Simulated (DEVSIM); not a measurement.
Device: Schottky contact on p-type Ge, at 350 K.

```
layer (left to right)  material  thickness (μm)  Na (cm⁻³)  τn (s)  τp (s)
---------------------  --------  --------------  ---------  ------  ------
1                            Ge            12.0     1.9e17  9.5e-7  9.5e-7
2                            Ge            2.20     6.5e17  9.5e-7  9.5e-7
```

Left contact: Schottky, work function 4.374 eV, emission velocity 8.2e6 cm/s. Right contact: ohmic. Voltage is applied to the left contact. Recombination: SRH at mid-gap, Auger. Mobility is μmin + (μ − μmin)/(1 + (N/Nref)^α).

The device is made up for the run: typed textbook-type constants, with dimensions and the other settings drawn at random. Values at 300 K; Nc and Nv go as T^1.5, mobilities as T to minus their exponent, the gap by Varshni's rule with the affinity fixed.

```
parameter               Ge
----------------  --------
gap (eV)             0.664
affinity (eV)            4
permittivity            16
Nc (cm⁻³)          1.04e19
Nv (cm⁻³)             6e18
μn (cm²/Vs)           3900
μp (cm²/Vs)           1900
μn,min                 150
μp,min                 100
Nref,n              2.6e17
Nref,p                4e17
αn                    0.56
αp                     0.6
T exponent of μn      1.66
T exponent of μp      2.33
Cn (cm⁶/s)           1e-31
Cp (cm⁶/s)           1e-31
Varshni α (eV/K)  0.000477
Varshni β (K)          235
```

DEVSIM, 1D drift-diffusion, Boltzmann statistics, complete ionisation; no tunnelling, impact ionisation, image-force lowering or self-heating. Metal contacts follow the ideal Schottky-Mott rule: no Fermi-level pinning, no interface dipoles.

Base results: potential step across the device at zero bias (V) 0.196.

What follows from this one change: metal work function 4.374 → 4.324 eV?

potential step across the device at zero bias 0.196 → 0.246 V.

What follows from this one change: doping Na of layer 2 6.5e+17 → 2e+17 cm^-3?

potential step across the device at zero bias 0.196 → 0.161 V.
